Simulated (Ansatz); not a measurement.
Where the default PAW files enter, the runs use the earlier of Ansatz's two default sets.

```xyz
3
Lattice="3.5993 0.0000 0.0000 0.0000 3.5993 0.0000 1.7996 -1.7996 2.5451" Properties=species:S:1:pos:R:3 pbc="T T T"
Zr     0.0000     0.0000     0.0000
O      3.5993     1.7996     1.2725
O      1.7996     0.0000     1.2725
```

Space group of this cell: Fm-3m, fluorite. The cell is taken as given; by LDA its mean pressure is -9.4 GPa.

Transport runs along the normal of the first two printed cell vectors, the (001) plane of the conventional cell.

No gap correction and no spin-orbit coupling; mid-gap values are interpolated between computed energies.

**Question.** Estimate the band gap and the smallest decay constant κ at mid-gap that LDA (Ansatz, a first-principles code) returns for this system.

**Answer.** Gap 3.25 eV on a 12×12×12 mesh; κ = 0.262 1/Å, at the zone centre.
